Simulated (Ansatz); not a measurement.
Short convergence ladders for VMo (Cmm2, 2 atoms in the cell)

```
VMo
1.0
    1.52959    -2.21291     0.00000
    1.52959     2.21291     0.00000
    0.00000     0.00000     4.20786
V Mo
1 1
Direct
  0.50000   0.50000   0.51188
  0.00000   0.00000   0.00000
```

Base method: LDA (PW92), default PAW files made with PBE (plane waves; Ansatz, a quantum-chemistry and plane-wave program).

Base settings: basis.ecutwfc = 420 eV; kpoints.mp_grid.grid = 11 11 7; hamiltonian.xc = lda; hamiltonian.pseudopotentials = {kind: paw} (the program's default PAW files); scf.occupations.method = gaussian; scf.occupations.width = 0.1 eV.

The count of work is k-points × plane waves × bands × iterations; it is no time. Core times come from one kind of shared machine, to one figure; runs under 30 s give none.

**The cutoff for other potential files**

Level: DFT, LDA (PW92), plane waves, harder PAW files (source: ansatz) made with PBE.

In this ladder: hamiltonian.pseudopotentials = {kind: paw, source: ansatz}.

The second cell is the first with its lattice scaled by 0.98.

The mesh stays at the base's, so the ladder's end is converged at best in this setting alone.

The first pressure column holds Ansatz's estimate of the finite-basis (Pulay) stress, which hides part of the cutoff error; the other is without it.

Only quantities that move along the ladder and can be compared are tabulated.

| basis.ecutwfc | free energy less the last step's (meV/atom) | energy of the compressed cell less the first (meV/atom) | pressure (GPa) | pressure without the Pulay estimate (GPa) | largest difference of a force vector from the last step's (eV/Å) | count of work / last |
|---|---|---|---|---|---|---|
| 380 eV | 3014.49 | 20.76 | -3.24 | -151.27 | 0.066 | 0.098 |
| 460 eV | 757.62 | -6.82 | -8.39 | -53.70 | 0.015 | 0.13 |
| 590 eV | 68.13 | -1.62 | -7.64 | -13.73 | 0.002 | 0.19 |
| 715 eV | 5.17 | -2.73 | -7.79 | -8.35 | 0.000 | 0.26 |
| 840 eV | 0.81 | -2.67 | -7.78 | -7.82 | 0.000 | 0.36 |
| 1010 eV | 0.46 | -2.67 | -7.78 | -7.79 | 0.000 | 0.46 |
| 1260 eV | 0.18 | -2.67 | -7.78 | -7.78 | 0.000 | 0.66 |
| 1680 eV | 0.00 | -2.67 | -7.78 | -7.78 | 0.000 | 1.0 |

Coarsest basis.ecutwfc that holds the free energy within 1 meV/atom of the last step, with all finer ones: 840 eV, at 0.36 of the last step's count of work; the step before is off by 5.2 meV/atom.

Coarsest basis.ecutwfc that holds the pressure without the Pulay estimate within 0.1 GPa of the last step, with all finer ones: 840 eV, at 0.36 of the last step's count of work; the step before is off by 0.57 GPa.

Coarsest basis.ecutwfc that holds the pressure within 0.5 GPa of the last step, with all finer ones: 590 eV, at 0.19 of the last step's count of work; the step before is off by 0.61 GPa.

The energy difference between the two cells stays within 1 meV/atom of the last step's from 715 eV on, the total only from 840 eV on: much of the error is common to both cells and cancels.

At the lowest cutoff the pressure without the Pulay estimate lies 143 GPa under the last step's, the usual sign of Pulay stress in an incomplete plane-wave basis.

**The relaxed cell against the cutoff**

On VMo (Cmmm, 2 atoms in the cell): atoms on their sites.

In this ladder: relax = cell and atoms.

The mesh stays at the base's, so the ladder's end is converged at best in this setting alone.

Only quantities that move along the ladder and can be compared are tabulated.

| basis.ecutwfc | relaxed volume (Å³/atom) | relaxation steps | core time / last (rough) |
|---|---|---|---|
| 210 eV | 13.816 | 82 | 3 |
| 250 eV | 13.866 | 45 | 2 |
| 295 eV | 13.737 | 17 | 0.8 |
| 355 eV | 13.763 | 10 | 0.7 |
| 420 eV | 13.765 | 8 | 0.5 |
| 505 eV | 13.764 | 8 | 0.8 |
| 630 eV | 13.764 | 8 | 1 |
| 840 eV | 13.764 | 8 | 1 |

Coarsest basis.ecutwfc that holds the relaxed volume within 0.014 Å³/atom of the last step, with all finer ones: 355 eV; the step before is off by 0.027 Å³/atom.

At the lowest cutoff the cell relaxes to a volume 0.4 % larger than at the highest. Ansatz relaxes on a stress corrected for the finite basis.

On the base run: the starting cell comes from a database of computed structures (which also holds hypothetical and non-ambient phases and stackings), without a prior relaxation at this level. Its lattice was rescaled by up to half a per cent. One atom was moved a little off its site on purpose. Spin polarisation is off.

Keys are those of Ansatz 0.2.
